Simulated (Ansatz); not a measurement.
Results of r²SCAN (Ansatz, an electronic-structure program, plane waves, PAW) for Co (P-3m1, No. 164, 2 atoms in the cell; start mp-1271142; another form than the element's usual one).

Run with plane-wave cutoff 560 eV, 24×24×14 k mesh (along the axes of the cell as run), Fermi–Dirac smearing 0.05 eV, spin-polarised start, scalar-relativistic PAW data made under PBE.

Cell (relaxed at this level):

```cif
data_Co2
_chemical_formula_sum 'Co2'
_space_group_name_H-M_alt 'P 1'
_space_group_IT_number 1
_cell_length_a 2.47280
_cell_length_b 2.47280
_cell_length_c 4.03452
_cell_angle_alpha 90.000
_cell_angle_beta 90.000
_cell_angle_gamma 120.000
loop_
_space_group_symop_operation_xyz
  'x, y, z'
loop_
_atom_site_label
_atom_site_type_symbol
_atom_site_fract_x
_atom_site_fract_y
_atom_site_fract_z
_atom_site_occupancy
Co1 Co 0.66667 0.33333 0.25651 1
Co2 Co 0.33333 0.66667 0.74349 1
```

**Question.** Estimate the bulk modulus that the calculation returns.

**Answer.** 
bulk modulus: 214 GPa

The run finds no gap.

Note: the magnetic order was assumed, not searched for or taken from measurement; the bulk modulus is −V dP/dV from two relaxed cells at ±2 % in volume; the relaxation could not lower the start's symmetry, so the cell can be a saddle point above a distorted one.

Computed values are for the static lattice.

A start named mp-… is a Materials Project structure, which need not be a measured phase.
